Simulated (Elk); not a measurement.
Worked example: self-consistent single point of TaS2 (R-3m, 3 atoms in the cell) in Elk.

Level of theory: LDA (PW92), all-electron FP-LAPW, Elk's shipped species files, APW+lo basis with extra local orbitals (Elk 10.2.4).

```
TaS2
1.0
    1.69172     0.97671     6.35141
   -1.69172     0.97671     6.35141
    0.00000    -1.95343     6.35141
Ta S
1 2
Direct
  0.00000   0.00000   0.00000
  0.74613   0.74613   0.74613
  0.25387   0.25387   0.25387
```

Reference input (self-consistent single point, DFT, PBEsol, all-electron FP-LAPW, Elk's shipped species files, APW+lo basis with extra local orbitals): xctype = 22; rgkmax = 7.5; stype = 0; swidth = 0.00367493 Ha; ngridk = 8 8 8; gmaxvr = 16 1/bohr; nxlo = 2; lorbcnd = true; rmtscf = 0.88; lmaxi = 2; maxscl = 100. This run's input differs from it in these lines:

```diff
@@ -2,5 +2,2 @@
   0
-
-xctype
-  22
```

Log, with long lists cut:

```
│ Self-consistent loop started │
│ Loop number : 1 │
 total energy                :     -16406.3423218
│ Loop number : 2 │
 total energy                :     -16406.9173017
RMS change in Kohn-Sham potential (target) :   0.1504557375     (  0.1000000000E-05)
Absolute change in total energy (target)   :   0.5749799021     (  0.1000000000E-03)
│ Loop number : 3 │
 total energy                :     -16407.6338745
RMS change in Kohn-Sham potential (target) :   0.1384847250     (  0.1000000000E-05)
Absolute change in total energy (target)   :   0.8603177922     (  0.1000000000E-03)
│ Loop number : 4 │
   [... lines left out ...]
Absolute change in total energy (target)   :   0.9052485693E-03 (  0.1000000000E-03)
│ Loop number : 14 │
 total energy                :     -16413.0404386
RMS change in Kohn-Sham potential (target) :   0.1129983538E-05 (  0.1000000000E-05)
Absolute change in total energy (target)   :   0.2866608593E-03 (  0.1000000000E-03)
│ Loop number : 15 │
 total energy                :     -16413.0404980
RMS change in Kohn-Sham potential (target) :   0.3620240109E-06 (  0.1000000000E-05)
Absolute change in total energy (target)   :   0.1227197572E-04 (  0.1000000000E-03)
Convergence targets achieved

│ Loop number : 16 │

Energies :
 Fermi                       :     0.248262162814
 total energy                :     -16413.0405332

Density of states at Fermi energy :    68.67032260
 (states/Hartree/unit cell)

Estimated indirect band gap :   0.3936365533E-03
 from k-point     57 to k-point      2
Estimated direct band gap   :   0.2689180222E-01
 at k-point      1

Charges :
 core                        :    66.00000000
 valence                     :    39.00000000
 interstitial                :    6.906790739
 muffin-tins (core leakage)
  species :    1 (Ta)
   atom    1                 :    70.68268988     (  0.2465910420E-05)
  species :    2 (S)
   atom    1                 :    13.70525969     (  0.4142134152E-03)
   atom    2                 :    13.70525969     (  0.4142134152E-03)
 total in muffin-tins        :    98.09320926
 total calculated charge     :    104.9855561
 total charge                :    105.0000000
 error                       :   0.1444386432E-01

│ Self-consistent loop stopped │
```

The run converged in 16 iterations. The count includes the last loop, which Elk runs after its targets are met. 

The starting cell comes from a database of computed structures (which also holds hypothetical and non-ambient phases and stackings), without a prior relaxation at this level. Spin-orbit coupling is off. Spin polarisation is off. Values depend on the basis (sphere radii, cutoffs, local orbitals), which need not be converged. The log's line on a gap gives a spacing of levels on this mesh, which the program prints for metals too.

Cost on one core of a shared machine: roughly 60 s.
